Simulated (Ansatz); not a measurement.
**GaS (R-3m, No. 166, 4 atoms in the cell; start mp-9889; a measured phase of this formula has another space group)**

These are dielectric-dependent PBEsol hybrid in Ansatz (PAW) values and carry that method's errors.

Run with plane-wave cutoff 460 eV, 8×8×8 k mesh, Fermi–Dirac smearing 0.01 eV, scalar-relativistic PAW data made under PBE.

Cell (relaxed with PBEsol):

```cif
data_Ga6S6
_chemical_formula_sum 'Ga6 S6'
_space_group_name_H-M_alt 'R-3m :H'
_space_group_IT_number 166
_space_group_name_Hall '-R 3 2"'
_cell_length_a 3.57865
_cell_length_b 3.57865
_cell_length_c 23.89536
_cell_angle_alpha 90.000
_cell_angle_beta 90.000
_cell_angle_gamma 120.000
loop_
_atom_site_label
_atom_site_type_symbol
_atom_site_symmetry_multiplicity
_atom_site_Wyckoff_symbol
_atom_site_fract_x
_atom_site_fract_y
_atom_site_fract_z
_atom_site_occupancy
Ga1 Ga 6 c 0.00000 0.00000 0.05091 1
S1 S 6 c 0.00000 0.00000 0.23712 1
```
(The calculation used a cell of 4 atoms; values per cell refer to that cell.)

* **band gap**: 2.70 eV (on the SCF k mesh) (indirect)
* **smallest direct gap on the k points sampled**: 2.77 eV
* **Γ–Γ gap**: 4.63 eV

Note: cell and atoms aren't relaxed at this level (pressure -0.8 GPa); the cell has widely spaced layers and the level no dispersion term, so their spacing and the moduli can rest on weak binding.

Spin–orbit coupling is not included.

Cost on a shared machine: roughly 13 core-minutes.

A start named mp-… is a Materials Project structure, which need not be a measured phase.

Ansatz is a quantum-chemistry and plane-wave program.
